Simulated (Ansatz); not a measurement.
Cost and result by functional for the surface energy of the (331) surface of bcc V in its 1x1 cell, outermost plane spacing 0.34 Å in the ideal cut, in Ansatz (plane waves, PAW). Single points on the PBE structure, on one kind of machine; costs are rough ratios of the slab run's core time (references not counted) to the cheapest single point. r2SCAN's cost holds its higher cutoff (500 against 420 eV). Differences are taken against r2SCAN for comparison alone: no measured value is at hand, so the table doesn't rank accuracy.

Slab: 31 atoms, 10.3 Å thick at the start (thin: gaps and levels are the slab's own); k 9x4x1, smearing 0.1 eV, dipole-corrected; all atoms relaxed; held to the part of the start's symmetry that mesh and held atoms allow; no spin, no spin-orbit, no U. These notes are the PBE run's.

| functional | relative cost | surface energy (J/m²) | less r2SCAN (J/m²) |
|---|---|---|---|
| LDA | 1 | 2.95 | 0.11 |
| PBEsol | 1 | 2.88 | 0.03 |
| RPBE | 1 | 2.46 | -0.39 |
| r2SCAN | 2 | 2.84 | 0.00 |
| PBE (the relaxed run's value) | – | 2.63 | -0.22 |

The values span 0.49 J/m², while the single points' costs differ by a factor of roughly 2. Differences are of unrounded values.

Ansatz is a quantum-chemistry and plane-wave program.
